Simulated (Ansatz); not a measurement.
A computed series for BAs: response to strain

Consider BAs in the zinc blende structure (space group F-43m, No. 216).

```cif
data_AsB
_chemical_formula_sum 'As1 B1'
_space_group_name_H-M_alt 'P 1'
_space_group_IT_number 1
_cell_length_a 3.37139
_cell_length_b 3.37139
_cell_length_c 3.37139
_cell_angle_alpha 60.000
_cell_angle_beta 60.000
_cell_angle_gamma 60.000
loop_
_space_group_symop_operation_xyz
  'x, y, z'
loop_
_atom_site_label
_atom_site_type_symbol
_atom_site_fract_x
_atom_site_fract_y
_atom_site_fract_z
_atom_site_occupancy
As1 As 0.75000 0.75000 0.75000 1
B1 B 0.00000 0.00000 0.00000 1
```

Strains are applied to the cell and any free atomic positions relax.

Computed with PBEsol in Ansatz (plane waves to 420 eV, PAW, spin-orbit coupling left out).

Notes on the quantities. energy relative to the base: free energy F.

```tsv
isotropic strain (%)	energy relative to the base (meV/atom)
-0.55	1.6
0	0.0
1.45	10.7
1.8	16.4
2.4	?
2.6	33.3
```

### Question
Fit ΔE = Aε² + Bε³ (ε in %) to the rows shown and predict the withheld row.

### Answer
Least squares on the printed values gives A = 5.32 and B = -0.15 meV/atom (largest residual 0.0 meV/atom); this predicts 28.6 meV/atom, and the run gives 28.6 meV/atom, in agreement.

Stability against distortions was not tested.

Ansatz is a first-principles code.
